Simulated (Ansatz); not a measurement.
Adsorption energy and surface dipole of H on the 1x1 (111) surface of fcc Pt, one in a 2x1 cell, started at the site 'top Pt', worked from the runs' numbers; total energies count from the potentials' own zero.

Computed with PBE (plane waves to 420 eV, PAW; Ansatz, a quantum-chemistry and plane-wave program).

Model: 9-atom slab, 6.9 Å thick at the start under the adsorbate (thin: gaps and levels are the slab's own), 6x12x1 mesh, Fermi-Dirac 0.1 eV, dipole correction, 4 atoms held, the rest relaxed; held to the start's symmetry, so lower structures may exist; no spin, no spin-orbit, no U, no dispersion correction. At the end it is bonded to Pt. In PBE it is, or lies within 0.03 eV of, the lowest of the starts that converged.

| quantity | value |
|---|---|
| slab with the adsorbate | -100197.936 eV |
| clean slab, same cell and mesh | -100181.659 eV |
| reference, ½ H2(g) | -15.872 eV |
| area of the cell | 13.65 Å² |
| change of the step from the bottom to the top vacuum level | -0.380 eV |

Question: What is the adsorption energy against this reference?

Answer: E(slab + adsorbate) − E(slab) − E(reference) = -0.41 eV, so in this state the adsorbate is more stable than in the reference, at a coverage of 7.33 a nm².

Question: What dipole does adsorption add to the slab along the outward normal (Helmholtz relation, ε₀ = 0.005526 e/(V·Å))?

Answer: p = −ε₀·A·ΔV = 0.029 e·Å = 0.14 D; its positive end points to the vacuum, which lowers the vacuum level.
